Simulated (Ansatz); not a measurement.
## GaN: response to strain

The reference is GaN in the wurtzite structure (space group P6_3mc, No. 186; a = 3.218 Å, c = 5.243 Å). Axes: x lies along a and z along c of the hexagonal cell.

Strains are applied to the cell and any free atomic positions relax; under biaxial strain the out-of-plane vector relaxes too.

Method: Kohn–Sham DFT with the PBE functional, run in Ansatz (an electronic-structure program) with PAW and 420 eV plane waves, no spin-orbit coupling.

Notes on the quantities. in-plane stress: mean in-plane stress (compression positive).

| case | in-plane stress | volume per atom | electron mass |
|---|---|---|---|
| base | – | 11.76 Å³ | 0.14 mₑ along c, 0.16 mₑ across (at Γ) |
| biaxial strain −3.00 %, plane normal [001], relaxed out of plane | +13.5 GPa | 11.22 Å³ | 0.15 mₑ out of plane, 0.18 mₑ in plane (at Γ) |
| biaxial strain −2.40 %, plane normal [001], relaxed out of plane | +10.5 GPa | 11.32 Å³ | 0.15 mₑ out of plane, 0.18 mₑ in plane (at Γ) |
| biaxial strain −1.80 %, plane normal [001], relaxed out of plane | +7.7 GPa | 11.43 Å³ | 0.15 mₑ out of plane, 0.17 mₑ in plane (at Γ) |
| biaxial strain −1.20 %, plane normal [001], relaxed out of plane | +5.0 GPa | 11.54 Å³ | 0.15 mₑ out of plane, 0.17 mₑ in plane (at Γ) |
| biaxial strain −0.60 %, plane normal [001], relaxed out of plane | +2.5 GPa | 11.65 Å³ | 0.15 mₑ out of plane, 0.16 mₑ in plane (at Γ) |

The levels and masses belong to the bands next to the band gap. Masses are band curvatures over ±0.01 Å⁻¹ around the edge. Whether these cells are dynamically stable was not tested.
